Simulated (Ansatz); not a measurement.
**Effect of uniaxial strain ε_zz = +1.11 % on TiN**

The parent structure is TiN in the rock salt structure (space group Fm-3m, No. 225; a = 4.2331 Å; relaxed with 0.1 eV smearing). Axes: x, y, z lie along the cube axes.

It is then changed as follows: uniaxial strain ε_zz = +1.11 %, all other strain components held at zero; the atoms relax in the strained cell.

The values are results of r2SCAN/PAW in Ansatz (a quantum-chemistry and plane-wave program), no spin-orbit coupling, not measurements. Γ-centred 23×23×23 mesh, Fermi–Dirac width 0.1 eV.

The shortest interatomic distance is still 2.117 Å and the energy rises by 2.1 meV/atom. The pressure (mean of the normal stresses, compression positive) goes from zero to -3.1 GPa and the band gap stays zero. The stress (xx, yy, zz, yz, xz, xy; compression positive) comes out as (-1.5, -1.5, -6.4, 0.0, 0.0, 0.0) GPa.

Stability against distortions was not tested. The final runs are not spin-polarised. An odd electron count without spin: TiN.
